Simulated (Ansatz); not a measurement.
The reference is SrHfO$_{3}$ in the cubic perovskite structure (space group Pm-3m, No. 221; a = 4.106 Å).

Now apply this change: a negative pressure, −2 GPa.

Levels (all Ansatz, a first-principles code, PAW, earlier PAW set): PBEsol (420 eV, no spin-orbit coupling); PBEsol+SOC (600 eV, spin-orbit coupling included).

The geometry is relaxed with PBEsol.

| Item | Value |
|---|---|
| PBEsol band gap | 3.70 eV |
| PBEsol gap character | indirect, R → Γ |
| PBEsol width of the top valence band | 0.83 eV |

Predict the band gap, gap character, electron mass and width of the top valence band from PBEsol+SOC.

The band gap drops by 0.08 eV (3.70 eV → 3.62 eV); the gap character remains indirect, R → Γ; the electron mass (degenerate bands, along [100]) amounts to 0.34, 0.76 mₑ (at Γ); the width of the top valence band hardly moves (0.83 eV against 0.82 eV).

Single points use the geometry relaxed with PBEsol. Their cutoffs differ, which shifts pressures a little. Differences between runs with and without spin-orbit coupling are approximate. With Hf present, leaving out spin-orbit coupling can change the band edges. Load acts through the strain it causes; cell and atoms are relaxed under it. Effective masses come from finite differences of ±0.01 Å⁻¹. Whether these cells are dynamically stable was not tested. Many cubic perovskites are stable only at high temperature; tilts and polar distortions were not tested.
